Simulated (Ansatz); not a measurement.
Base system: RuSi (space group P2_13, No. 198; a = 4.690 Å). Axes: x, y, z lie along the cube axes.

Modification: uniaxial stress, 2 GPa tension along x; all other stress components relax to zero.

Levels (all Ansatz, an electronic-structure program, PAW, earlier PAW set): PBEsol (420 eV, no SOC); r2SCAN (500 eV, scalar-relativistic without spin-orbit coupling); HSE06 (420 eV, no spin-orbit coupling); PBEsol+SOC (420 eV, noncollinear with spin-orbit coupling).

One geometry, relaxed with PBEsol, under each level:

```json
[
 {"level": "PBEsol", "band gap": "0.19 eV", "lowest conduction level above the VBM at special points": "X 0.26 eV; Y 0.26 eV; Z 0.31 eV; R 0.68 eV", "pressure": "-0.67 GPa"},
 {"level": "r2SCAN", "band gap": "0.26 eV", "lowest conduction level above the VBM at special points": "X 0.33 eV; Y 0.33 eV; Z 0.37 eV; R 0.79 eV", "pressure": "1.41 GPa"},
 {"level": "HSE06", "band gap": "0.71 eV", "lowest conduction level above the VBM at special points": "X 0.80 eV; Y 0.81 eV; Z 0.85 eV; Γ 1.67 eV", "pressure": "–"},
 {"level": "PBEsol+SOC", "band gap": "0.11 eV", "lowest conduction level above the VBM at special points": "X 0.18 eV; Y 0.18 eV; Z 0.22 eV; R 0.60 eV", "pressure": "-0.65 GPa"}
]
```

Single points use the geometry relaxed with PBEsol. Their cutoffs differ, which shifts pressures a little. HSE06 was sampled on its mesh, a few special points and the semilocal edge points, so its gap is an upper bound. Differences between runs with and without spin-orbit coupling are approximate. Load acts through the strain it causes; cell and atoms are relaxed under it. Stability under load was not tested beyond the relaxation. The zero or small gap of RuSi can change with the level of theory. Labels are those of the standard path for the cell's own space group.
